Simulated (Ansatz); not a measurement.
SiC (model structure, started from the CsCl type, Pm-3m, No. 221, 2 atoms in the cell)

Level of theory: r²SCAN (Ansatz, an electronic-structure program, plane waves, PAW).

Settings: plane-wave cutoff 560 eV, 22×22×22 k mesh, Fermi–Dirac smearing 0.05 eV, scalar-relativistic PAW data made under PBE.

Cell (relaxed at this level):

```xyz
2
Lattice="2.6200 0.0000 0.0000 0.0000 2.6200 0.0000 0.0000 0.0000 2.6200" Properties=species:S:1:pos:R:3 pbc="T T T"
Si     0.0000     0.0000     0.0000
C      1.3100     1.3100     1.3100
```

```json
{
 "band_gap": "zero (no gap)",
 "bulk modulus B0": "186 GPa"
}
```

Note: the bulk modulus is −V dP/dV from two relaxed cells at ±2 % in volume; the relaxation could raise the start's symmetry but not lower it, so the cell can be a saddle point.

The result took around 2.5 core-minutes (rough).

A model structure was made by putting elements into a prototype or built by hand; it is no filed structure, need not be a known phase, and can be a saddle point held by its symmetry.
